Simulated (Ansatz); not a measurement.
Output of an Ansatz run (abridged):

```
WARN basis.ecutwfc = 500 eV, the default
WARN ansatz: RAYON_NUM_THREADS=1 ignored (pool sized by the plan → 1); use --threads N
basis.fft_grid_basis auto: the FFT boxes are laid along the combinations [[1, 0, 1], [0, 1, 1], [0, 0, 1]] of the cell's own vectors, 3.448, 2.966 and 4.812 Å …
Pseudopotentials: kind: paw
Pseudopotential: Ti, paw, valence charge 12
Pseudopotential: Si, paw, valence charge 4
Crystal: 3 atoms, lattice volume = 43.360 Å³
Basis set: ecut = 500 eV, 1121 PW (Γ), FFT grids on a1+a3, a2+a3, a3, exchange–correlation on 108×96×144 points (64 copies of the dense FFT grid, shifted against one another)
Bands: 14, of which v1, the nominal top of the filled ones, is band 10 counted from 1 (9 counted from 0)
Symmetry: 8 space group operations
Space group: Immm (ITA 71), of the structure as read, at distance tolerance 3.5e-5 Å
k-points: 280 of 1728
PAW frozen core: Ti, regenerated for the run's functional
PAW frozen core: Si, regenerated for the run's functional
Initial density: superposition of atomic densities (neutral atoms: chi_scale 0, normalization atom), corrected by the library's trained network
Initial wavefunctions: pseudopotential atomic-orbital guess
Eigensolver: davidson
Functional: x = r2scan, c = r2scan; τ floored in thin density (d = 2e-4 eV/Å³)
SCF iter   1: F=—  HF=-3783.512832 eV  |F-HF|=—  |Δ(HF+E_count)|=         —  Δρ=1.14e-2  dr2=5.15e-2  dr2_τ=2.08e-2  ethr=1.77e-3  ⟨swp⟩=5.0  Hψ=21633  notcnv=0
all-band conjugate gradients solve this SCF's bands
preconditioner: auto → Kerker (q_TF=auto, 2.398 Å⁻¹)
SCF iter   2: F=—  HF=-3783.558316 eV  |F-HF|=—  |Δ(HF+E_count)|=   4.55e-2  Δρ=4.73e-3  dr2=1.04e-2  dr2_τ=7.74e-4  ethr=2.58e-4  ⟨swp⟩=2.0  Hψ=9680  notcnv=0  defer=2
SCF iter   3: F=—  HF=-3783.558201 eV  |F-HF|=—  |Δ(HF+E_count)|=   1.15e-4  Δρ=2.92e-3  dr2=3.66e-3  dr2_τ=4.53e-5  ethr=5.19e-5  ⟨swp⟩=1.0  Hψ=3917  notcnv=0  defer=2
SCF iter   4: F=—  HF=-3783.558039 eV  |F-HF|=—  |Δ(HF+E_count)|=   1.63e-4  Δρ=8.48e-4  dr2=3.16e-4  dr2_τ=3.96e-6  ethr=1.83e-5  ⟨swp⟩=2.0  Hψ=5597  notcnv=0  defer=2
SCF iter   5: F=—  HF=-3783.558005 eV  |F-HF|=—  |Δ(HF+E_count)|=   3.34e-5  Δρ=1.08e-4  dr2=6.75e-6  dr2_τ=9.70e-8  ethr=1.58e-6  ⟨swp⟩=2.8  Hψ=6566  notcnv=0  defer=2
SCF iter   6: F=—  HF=-3783.558006 eV  |F-HF|=—  |Δ(HF+E_count)|=   5.81e-7  Δρ=1.57e-5  dr2=1.12e-7  dr2_τ=5.35e-9  ethr=3.38e-8  ⟨swp⟩=2.4  Hψ=5818  notcnv=0  defer=2
SCF iter   7: F=-3783.558006 eV  HF=-3783.558006 eV  |F-HF|=2.18e-10  |Δ(HF+E_count)|=   2.18e-8  Δρ=2.64e-6  dr2=3.39e-9  dr2_τ=7.70e-11  ethr=5.00e-10  ⟨swp⟩=4.8  Hψ=15020  notcnv=0
SCF 1 converged in 7 iterations: F = -3783.558006 eV  dr2 = 3.39e-9
SCF converged after 7 iterations
Free energy (F): -3783.558006 eV
Harris-Foulkes:  -3783.558006 eV  (|F-HF|=2.18e-10)
Internal energy: -3783.511761 eV  (E = F + TS)
E sigma→0 (E₀):  -3783.534884 eV
Entropy (-TS):   -0.046244 eV (-15.415 meV/atom)
Fermi energy:    12.180345 eV
--- Per-component energies (eV) ---
  E_band       = -131.080455
  E_kinetic    = 357.265987
  E_local      = -1031.460948  (includes V_loc(G=0)·N_el)
  E_nonlocal   = 55.023921
  E_hartree    = 448.049629
  E_xc         = -198.497131
  E_vxc        = -236.755175  (∫ρ·V_xc dr)
  E_paw        = -2095.206123  (= ΣΔE_a)
  E_vpaw       = -184.727807  (= ΣTr[D̂ρ^β])
  E_aug_tail   = 0.000093  (compensation charges beyond the density's cutoff)
  E_vtau       = 13.472389  (kinetic-family band-sum trace: ∫τ·v_τ [+ j·A + Jᵃ·Aᵃ] dr)
  E_ewald      = -1318.280866
  E_core_change = -0.406323  (= ΣΔE_core)
  E_smearing   = -0.046244  (= −TS)
  E_closure    = -0.000000  (closes the sum)
  Σ components = -3783.558006   (vs F -3783.558006, Δ=0.00e0)
--- Forces (eV/Å), atoms counted from 1 ---
  atom   1  Ti     0.00000000     0.00000000    -0.00000000
  atom   2  Si     0.00000000     0.00000000    -0.02982190
  atom   3  Si     0.00000000     0.00000000     0.02982190
  max |Σ_I F_I| component: 6.94e-18 eV/Å
--- Stress (GPa, compression-positive) ---
       -4.017698       0.000000       0.000000
        0.000000      -5.096086       0.000000
        0.000000       0.000000      -5.706331
  P = ⅓ Tr σ = -4.9400 GPa (-49.400 kbar)
  The stress holds the Pulay correction. Without it, at fixed plane waves, as pw.x and ABINIT print it: P = -4.9766 GPa
--- Band table (eV; the first three rows and the last of 280) ---
  k-point 0: bands = ["-46.5668", "-21.8306", "-21.8147", "-21.5618", "-1.0531", "7.1345", "7.7424", "9.8724", "11.4872", "13.0029", "14.2971", "14.7100", "15.3053", "16.0462"]
  k-point 1: bands = ["-46.5641", "-21.8272", "-21.8184", "-21.5843", "-0.8360", "7.3117", "7.6736", "9.6412", "11.4510", "12.4273", "13.8551", "14.5285", "15.8665", "15.9912"]
  k-point 2: bands = ["-46.5565", "-21.8279", "-21.8183", "-21.6448", "-0.1950", "7.4438", "7.7517", "9.2324", "11.2950", "11.3731", "12.6755", "14.8598", "15.8371", "16.2404"]
  k-point 279: bands = ["-46.5666", "-21.8405", "-21.8154", "-21.5622", "0.1451", "2.8174", "10.6742", "10.8497", "11.7896", "12.6578", "14.2846", "14.6900", "14.7649", "15.9467"]
```

The structure:

```
CELL_PARAMETERS angstrom
     -1.48289     1.72377     4.24073
      1.48289    -1.72377     4.24073
      1.48289     1.72377    -4.24073
ATOMIC_POSITIONS crystal
  Ti 0.00000 0.00000 0.00000
  Si 0.32992 0.32992 0.00000
  Si 0.67008 0.67008 0.00000
```

Task: Write an input that gives this output.

Result: Other spellings and defaults could give the same log, and not every line can be read from it. The input that was run (DFT, r2SCAN, plane waves, default PAW files made with PBE):

Ansatz 0.2 input:
```yaml
crystal:
  lattice:
    - [-1.48288600, 1.72377200, 4.24072700]
    - [1.48288600, -1.72377200, 4.24072700]
    - [1.48288600, 1.72377200, -4.24072700]
  atoms:
    - { symbol: Ti, position_ang: [0.00000000, 0.00000000, 0.00000000] }
    - { symbol: Si, position_ang: [0.00000000, -0.00000000, 2.79820130] }
    - { symbol: Si, position_ang: [-0.00000000, -0.00000000, 5.68325270] }
kpoints:
  mp_grid: { grid: [12, 12, 12] }
hamiltonian:
  xc: r2scan
  pseudopotentials: { kind: paw }
scf:
  occupations: { method: gaussian, width: 0.272 }
output:
  forces: true
  eigenvalues: true
  stress: true
```

The starting cell comes from a database of computed structures (which also holds hypothetical and non-ambient phases and stackings), without a prior relaxation at this level. Its lattice was rescaled by a random factor within 2.5 % of one. Spin polarisation is off. With a pressure of about -5 GPa the cell is away from its equilibrium volume at this level. Ansatz's pressure includes its estimate of the finite-basis (Pulay) stress.

Ansatz is a program for electronic structure.
